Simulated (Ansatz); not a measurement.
Consider Cu-vacancy pair (Cu on one host Ru site, one Ru site vacant) in hcp Ru, neutral cell. The step: one Ru atom jumps into the vacancy from a nearby Ru site (Cu-vacancy distance between ideal sites 2.66 → 4.68 Å); the atom moves 2.76 Å along (1.02, 0.00, 0.00) of the unit cell; the moving atom starts with neighbours 2 Ru at 2.65, 4 Ru at 2.66, Ru at 2.69, 2 Ru at 2.71, 2 Ru at 2.74 Å and ends with Cu at 2.66; 2 Ru at 2.65, 2 Ru at 2.66, Ru at 2.68, Ru at 2.69, Ru at 2.71, Ru at 2.72, 2 Ru at 2.74 Å. DFT values are from Ansatz (plane-wave PAW, 420 eV unless said) in a cell of 36 host sites, spin-restricted, static, with no finite-size correction. Forms of the defect that were not tried may lie lower. For the PBE band: the saddle point's order was not checked.

```csv
Level,Forward barrier (eV),Cost of the band or of the saddle's single point
"CHGNet universal potential (has no charge state), its own band",0.63,-
"PBE, a 3×3×3 k-point mesh shifted by half a step along c, band relaxed",2.20,around 2.9 core-hours (rough)
"PBE, a 4×4×4 k-point mesh shifted by half a step along c, same geometries",2.10,roughly 16 core-minutes
"r2SCAN at 500 eV, a 3×3×3 k-point mesh shifted by half a step along c, same geometries",2.20,roughly 19 core-minutes
```

Ansatz is a quantum-chemistry and plane-wave program.
